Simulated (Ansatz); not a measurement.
Results of PBEsol in Ansatz (PAW) for CaS (model structure, Pm-3m, No. 221, 2 atoms in the cell).

Numerical settings: plane-wave cutoff 520 eV, 10×10×10 k mesh, Fermi–Dirac smearing 0.01 eV, scalar-relativistic PAW data made under PBE.

Computed at the level's own relaxed cell.

```
CELL_PARAMETERS angstrom
      3.43732     0.00000     0.00000
      0.00000     3.43732     0.00000
      0.00000     0.00000     3.43732
ATOMIC_POSITIONS crystal
  Ca 0.00000 0.00000 0.00000
  S  0.50000 0.50000 0.50000
```

**Question.** List the 9 lowest band energies at Γ above −25 eV (eV, relative to the valence band maximum), grouping those that round alike.

**Answer.** At Γ: -21.47 (×3), -12.76, -0.77 (×3), 1.25 (×2).

Note: the relaxation could raise the start's symmetry but not lower it, so the cell can be a saddle point.

A model structure was made by putting elements into a prototype or built by hand; it is no filed structure, need not be a known phase, and can be a saddle point held by its symmetry.

Ansatz is a first-principles code.
